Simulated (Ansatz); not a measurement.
Levels about the gap of amorphous IGZO (In18Ga18Zn18O72) (126 atoms in a cell of 1623 Å³, 5.78 g/cm³; zone centre alone, so wide bands show as single levels with stretches between that a denser mesh fills), at the geometry that PBE relaxed, where it gives 0.1 GPa on a denser mesh. The participation number counts the atoms over which a state spreads; weights are charges in smoothed Voronoi cells. The levels come from a single point, so bond lengths are those of that geometry. Method of the levels: PBE, scalar-relativistic without spin-orbit coupling (Ansatz, an electronic-structure program). Sampling: the zone centre alone; Fermi-Dirac width 0.02 eV; no spin polarisation. At PBE the levels at the filled edge of the gap are localised (band-tail or defect states), and the nearest spread-out levels lie 0.9 eV apart at the zone centre.

A CHGNet melt-quench gave the starting glass, which DFT then relaxed. O atoms were pushed apart under 1.9 Å during the dynamics, to hinder bonds among them. The hot cell started wider than the set density and was brought back towards it in steps. It is the lowest in DFT energy of 4 quenches. It is a model cell: composition and starting density were chosen by hand, and all elements were melted together. No dispersion term was used. Its density started from a set value of 5.90 and ended at 5.78 g/cm³. Cooling (nominally 170 K/ps over its main leg) ran many orders faster than in experiment, which tends to leave more defects and strain. One small periodic cell is one sample of the glass; other quenches scatter about these values. The volume was free in the relaxation, at fixed shape. Stress components on the final sampling reach 1.4 GPa.

| E - E(highest filled), eV | filling | participation number | largest on | weight O | weight In | weight Zn | weight Ga |
|---|---|---|---|---|---|---|---|
| -0.40 | filled | 25.4 | O, 3 neighbours | 0.87 | 0.02 | 0.10 | 0.02 |
| -0.31 | filled | 24.6 | O, 3 neighbours | 0.85 | 0.03 | 0.10 | 0.02 |
| -0.25 | filled | 20.3 | O, 3 neighbours | 0.83 | 0.02 | 0.14 | 0.02 |
| -0.24 | filled | 4.9 | O, 3 neighbours | 0.87 | 0.02 | 0.10 | 0.01 |
| -0.20 | filled | 20.9 | O, 3 neighbours | 0.84 | 0.02 | 0.13 | 0.02 |
| -0.15 | filled | 6.6 | O, 3 neighbours | 0.89 | 0.03 | 0.07 | 0.01 |
| 0.00 | filled | 9.4 | O, 3 neighbours | 0.79 | 0.02 | 0.17 | 0.02 |
| 0.60 | empty | 115.9 | In, 5 neighbours | 0.51 | 0.21 | 0.15 | 0.13 |
| 2.73 | empty | 45.0 | In, 6 neighbours | 0.60 | 0.29 | 0.06 | 0.05 |
| 2.86 | empty | 65.5 | In, 5 neighbours | 0.60 | 0.21 | 0.09 | 0.10 |
| 2.93 | empty | 60.0 | In, 5 neighbours | 0.60 | 0.22 | 0.10 | 0.07 |
| 2.94 | empty | 66.1 | Ga, 4 neighbours | 0.59 | 0.15 | 0.14 | 0.12 |
| 3.06 | empty | 69.5 | In, 5 neighbours | 0.60 | 0.21 | 0.09 | 0.10 |
| 3.25 | empty | 84.0 | In, 6 neighbours | 0.61 | 0.14 | 0.12 | 0.13 |

Most localised among these is the filled level at -0.24 eV, on a O atom, which has 3 neighbours (Zn 1.91 Å, In 2.10 Å, In 2.12 Å).
